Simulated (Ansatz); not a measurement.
Consider ZnSiP2 in the chalcopyrite structure (space group I-42d, No. 122).

```cif
data_P4Si2Zn2
_chemical_formula_sum 'Zn2 Si2 P4'
_space_group_name_H-M_alt 'P 1'
_space_group_IT_number 1
_cell_length_a 6.45005
_cell_length_b 6.45005
_cell_length_c 6.45005
_cell_angle_alpha 130.966
_cell_angle_beta 130.966
_cell_angle_gamma 71.867
loop_
_space_group_symop_operation_xyz
  'x, y, z'
loop_
_atom_site_label
_atom_site_type_symbol
_atom_site_fract_x
_atom_site_fract_y
_atom_site_fract_z
_atom_site_occupancy
Zn1 Zn 0.00000 0.00000 0.00000 1
Zn2 Zn 0.75000 0.25000 0.50000 1
Si1 Si 0.50000 0.50000 0.00000 1
Si2 Si 0.25000 0.75000 0.50000 1
P1 P 0.87500 0.86045 0.48545 1
P2 P 0.13955 0.62500 0.01455 1
P3 P 0.37500 0.38955 0.51455 1
P4 P 0.61045 0.12500 0.98545 1
```

The values are results of plane-wave PAW DFT at the PBEsol level (Ansatz, a first-principles code, 420 eV), no SOC, not measurements.

One change was made to it. Results:

```csv
quantity,base,after
electron mass,"1.4 mₑ along c, 0.25 mₑ across (at Γ)","1.3 mₑ along c, 0.22 mₑ across (at Γ)"
c/a ratio,1.951,1.950
hole mass,"0.16 mₑ along c, 0.37 mₑ across (at Γ)","0.23 mₑ along c, 0.28 mₑ across (at Γ)"
"valence-band top at Γ (three highest levels, from the VBM)","0.00, -0.12, -0.12 eV","0.00, -0.14, -0.14 eV"
shortest interatomic distance,2.255 Å,2.121 Å
```

### Question
Which change produced these results?
A) pressure −2 GPa
B) pressure 0.9 GPa
C) pressure 30 GPa
D) pressure 4.5 GPa

### Answer
C, pressure 30 GPa. For comparison, the electron mass in the other runs: pressure 4.5 GPa gives 1.3 mₑ along c, 0.24 mₑ across (at Γ); pressure −2 GPa gives 1.4 mₑ along c, 0.25 mₑ across (at Γ); pressure 0.9 GPa gives 1.4 mₑ along c, 0.25 mₑ across (at Γ).

The levels and masses belong to the bands next to the band gap. Load acts through the strain it causes; cell and atoms are relaxed under it. Effective masses come from finite differences of ±0.01 Å⁻¹. No phonon test of stability was made. No other phases were tried under pressure.
